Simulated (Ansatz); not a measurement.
The reference is ZnSe in the zinc blende structure (space group F-43m, No. 216; a = 5.568 Å).

All numbers come from LDA/PAW in Ansatz (an electronic-structure program), no spin-orbit coupling.

Strains are applied to the cell and any free atomic positions relax.

One change was made to it. Results:

| quantity | base | after |
|---|---|---|
| electron mass | 0.090 mₑ (at Γ) | 0.087 mₑ (at Γ) |
| band gap | 1.25 eV | 1.19 eV |
| energy relative to the base (free energy F) | 0 meV/atom | +1.1 meV/atom |
| hole mass (degenerate bands, along [100]) | 0.094, 0.55, 0.55 mₑ (at Γ) | 0.091, 0.56, 0.56 mₑ (at Γ) |

Q: Which change produced these results?
A. isotropic strain −1.50 %
B. isotropic strain −0.50 %
C. isotropic strain +2.50 %
D. isotropic strain +0.50 %

A: D, isotropic strain +0.50 %. For comparison, the band gap in the other runs: isotropic strain −1.50 % gives 1.44 eV; isotropic strain +2.50 % gives 0.95 eV; isotropic strain −0.50 % gives 1.31 eV.

Effective masses come from finite differences of ±0.01 Å⁻¹. Whether these cells are dynamically stable was not tested.
